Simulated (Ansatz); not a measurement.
The reference is ZrN in the rock salt structure (space group Fm-3m, No. 225; a = 4.595 Å; relaxed with 0.1 eV smearing).

The values are results of PBE in Ansatz (plane waves to 420 eV, PAW, no SOC), not measurements.

Before the change:

```
Property   Result
--------  -------
Pressure  0.0 GPa
```

The change: the cell is scaled by 0.9890 in all directions, atoms relaxed at fixed cell.

How does this affect the energy relative to the base and pressure?

The energy grows by 11 meV/atom; the pressure goes from zero to 8.9 GPa.

The cells carry an imposed strain or load. Stability against distortions was not tested. The final runs are not spin-polarised. An odd electron count without spin: ZrN.

Ansatz is a program for electronic structure.
